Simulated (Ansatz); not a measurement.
Consider the following.

```yaml
crystal:
  lattice:
    - [3.40361, 0.00000, 0.00000]
    - [0.00000, 3.40361, 0.00000]
    - [1.70180, -1.70180, 2.43846]
  atoms:
    - { symbol: Y, position: [0.00000, 0.00000, 0.00000] }
    - { symbol: N, position: [0.50000, 0.50000, 0.00000] }
```

No spin polarisation.

Calculations: Ansatz (an electronic-structure program) PBEsol, no spin-orbit coupling. k-mesh 12×12×12 (Γ-centred); smearing 0.05 eV (Fermi–Dirac).

Q: Predict the band gap, pressure and space group.

A: 
- Band gap: zero
- Pressure (mean of the normal stresses, compression positive): 2.4 GPa
- Space group: I4/mmm (No. 139)

The cells carry an imposed strain or load. Whether these cells are dynamically stable was not tested. All final runs are without spin polarisation. The cell was made from YN in the rock salt structure (space group Fm-3m, No. 225) by this change: biaxial strain −0.88 %, plane normal [001], relaxed out of plane. Gaps under 0.05 eV, about the width of the smearing, are given as zero. The zero or small gap of YN can change with the level of theory.
